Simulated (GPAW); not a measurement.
GPAW run on Yb (Fm-3m, 1 atom in the cell): self-consistent single point.

Method of the run: LDA (Perdew-Wang 92), GPAW PAW datasets LDA (gpaw-data 1.0.1) (plane waves; GPAW).

```xyz
1
Lattice="0.0000 2.7382 2.7382 2.7382 0.0000 2.7382 2.7382 2.7382 0.0000" Properties=species:S:1:pos:R:3 pbc="T T T"
Yb     0.0000     0.0000     0.0000
```

Reference input (self-consistent single point, DFT PBE, plane waves, GPAW PAW datasets PBE (gpaw-data 1.0.1)): mode = pw; ecut = 800 eV; xc = PBE; kpts = 8 8 8; mesh shift (steps) = 0 0 0; occupations.name = fermi-dirac; occupations.width = 0.1 eV; nbands = -9; symmetry.symmorphic = false; symmetry.tolerance = 0.0005; maxiter = 150. This run's input differs from it in these lines:

```diff
@@ -12,3 +12,3 @@
 calc = GPAW(mode=PW(800),
-            xc='PBE',
+            xc='LDA',
             kpts={'size': (8, 8, 8), 'gamma': True},
```

Its files differ too (potentials: GPAW PAW datasets LDA (gpaw-data 1.0.1)).

Log, with long lists cut:

```
     iter     time        total  log10-change:
                         energy   eigst   dens
iter:   1 --:--:--    -4.771954
iter:   2 --:--:--    -1.781478   -0.73  -0.93
iter:   3 --:--:--    -1.683177   -3.05  -1.80
iter:   4 --:--:--    -4.928272   -0.81  -1.84
iter:   5 --:--:--    -1.552289   -0.97  -0.92
   [... 12 lines left out ...]
iter:  18 --:--:--    -1.519941   -5.95  -2.77
iter:  19 --:--:--    -1.538153   -3.58  -2.82
iter:  20 --:--:--    -1.516477   -3.51  -2.37
iter:  21 --:--:--    -1.514057   -4.37  -3.06
iter:  22 --:--:--    -1.515089c  -6.37  -3.21
iter:  23 --:--:--    -1.513242c  -5.14  -3.17
iter:  24 --:--:--    -1.514591c  -5.63  -3.17
iter:  25 --:--:--    -1.514725c  -6.47  -3.24
iter:  26 --:--:--    -1.514432c  -6.31  -3.31
iter:  27 --:--:--    -1.514883c  -5.79  -3.45
iter:  28 --:--:--    -1.514533c  -6.70  -3.93
iter:  29 --:--:--    -1.514554c  -8.55c -4.34c
Converged after 29 iterations.

Dipole moment: (-0.000000, 0.000000, 0.000000) |e|*Ang

Energy contributions relative to reference atoms: (reference = -382350.430198)

Kinetic:        -26.175004
Potential:      +24.668663
External:        +0.000000
XC:              -0.224755
Entropy (-ST):   -0.084021
Local:           +0.258552
SIC:             +0.000000
--------------------------
Free energy:     -1.556565
Extrapolated:    -1.514554

Showing only first 2 kpts
 Kpt  Band  Eigenvalues  Occupancy
  0    10      4.68088    1.98021
  0    11      4.68088    1.98021
  0    12      7.77111    0.00000
  0    13      7.77111    0.00000

  1    10      4.66791    1.98260
  1    11      4.66920    1.98237
  1    12      7.26689    0.00000
  1    13      7.99583    0.00000

Fermi level: 5.14147

No gap
No difference between direct/indirect transitions
Energy (eV): -1.514554

Forces in eV/Ang:
  0 Yb   -0.00000    0.00000    0.00000

Stress tensor:
     0.026513    -0.000000    -0.000000
    -0.000000     0.026513    -0.000000
    -0.000000    -0.000000     0.026513
Stress (GPa, Voigt): [ 4.2478  4.2478  4.2478 -0.     -0.     -0.    ]
```

The run converged in 29 iterations. GPAW prints stress with tension positive. Against the reference run the pressure goes from -1.90 to -4.25 GPa.

The starting cell comes from a database of computed structures (which also holds hypothetical and non-ambient phases and stackings), without a prior relaxation at this level. Its lattice was rescaled by a random factor within 2.5 % of one. Spin polarisation is off. With a pressure of about -4 GPa the cell is away from its equilibrium volume at this level.

Cost on one core of a shared machine: roughly 70 s.
